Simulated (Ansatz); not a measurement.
Input:

```yaml
crystal:
  lattice:
    - [3.18693, 0.00000, 0.00000]
    - [0.00000, 3.18693, 0.00000]
    - [1.59347, 1.59347, 2.25350]
  atoms:
    - { symbol: Ga, position: [0.00000, 0.00000, 0.00000] }
    - { symbol: N, position: [0.25000, 0.75000, 0.50000] }
```

Space group of this cell: F-43m, zinc blende. The cell is taken as given; by r2SCAN its mean pressure is -1.2 GPa.

Method: r2SCAN (plane waves, PAW; Ansatz, a first-principles code).

The current runs along the normal of the first two printed vectors; no spin-orbit coupling. Scaled by the factor s: the length along the current (ions clamped). Meshes 14×14×14 and 10×10 across the current in all rows.

```
s     mean pressure (GPa)  band gap (eV)
----  -------------------  -------------
0.97                  5.0              ?
1.00                 -1.2           2.13
1.03                 -6.5           1.88
```

**Question.** Take the slope of the band gap against ln s from the two given rows, extrapolate to s = 0.97, and say what the run there gives.

**Answer.** Slope = (1.88 − 2.13) / ln 1.03 = -8.46 eV. The line gives 2.13 + (-8.46) × ln 0.97 = 2.39 eV. The run gives 2.24 eV, 0.15 eV under the line, 57 % of the predicted step.
